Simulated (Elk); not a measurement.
Band structure of BaIn₄ (I4/mmm, 5 atoms in the cell).

```
CELL_PARAMETERS angstrom
     -2.57318     2.57318     6.17382
      2.57318    -2.57318     6.17382
      2.57318     2.57318    -6.17382
ATOMIC_POSITIONS crystal
  Ba 0.00000 0.00000 0.00000
  In 0.75000 0.25000 0.50000
  In 0.25000 0.75000 0.50000
  In 0.61779 0.61779 0.00000
  In 0.38221 0.38221 0.00000
```

Computed with PBEsol, all-electron FP-LAPW, Elk's shipped species files, APW+lo basis with extra local orbitals (Elk).

Settings: xctype = 22; rgkmax = 8; stype = 0; swidth = 0.00999582 Ha; ngridk = 5 5 5; gmaxvr = 18 1/bohr; lmaxapw = 10; lmaxo = 8; nxlo = 2; lorbcnd = true; lradstp = 2; nrmtscf = 2; rmtscf = 0.99; lmaxi = 4.

The starting cell comes from a database of computed structures (which also holds hypothetical and non-ambient phases and stackings), without a prior relaxation at this level. Its lattice was rescaled by a random factor within 2.5 % of one. Values depend on the basis (sphere radii, cutoffs, local orbitals), which need not be converged.

Levels in eV from the Fermi level, bands 45 to 52:
```json
[
 {"point": "Γ", "45": "-2.87", "46": "-1.82", "47": "-1.82", "48": "-0.07", "49": "0.51", "50": "0.51", "51": "1.29", "52": "2.14"},
 {"point": "X", "45": "-5.01", "46": "-2.47", "47": "-1.69", "48": "-1.46", "49": "0.84", "50": "1.72", "51": "2.04", "52": "2.87"},
 {"point": "Y", "45": "-4.13", "46": "-2.61", "47": "-1.58", "48": "-1.36", "49": "0.78", "50": "1.66", "51": "2.17", "52": "3.13"},
 {"point": "S", "45": "-2.19", "46": "-1.28", "47": "-1.01", "48": "-0.39", "49": "0.30", "50": "0.53", "51": "1.50", "52": "1.91"},
 {"point": "Z", "45": "-1.85", "46": "-1.85", "47": "0.01", "48": "0.11", "49": "0.38", "50": "1.23", "51": "1.23", "52": "1.66"},
 {"point": "S1", "45": "-2.19", "46": "-1.28", "47": "-1.01", "48": "-0.39", "49": "0.30", "50": "0.53", "51": "1.50", "52": "1.91"},
 {"point": "N", "45": "-3.28", "46": "-1.09", "47": "-0.26", "48": "-0.21", "49": "-0.08", "50": "0.42", "51": "0.49", "52": "1.42"},
 {"point": "P", "45": "-5.07", "46": "-2.25", "47": "-1.58", "48": "-1.58", "49": "0.07", "50": "2.22", "51": "2.22", "52": "3.43"},
 {"point": "Y1", "45": "-4.13", "46": "-2.61", "47": "-1.58", "48": "-1.36", "49": "0.78", "50": "1.66", "51": "2.17", "52": "3.13"}
]
```

Bands cross the Fermi level along this path, so the cell is metallic at this level.
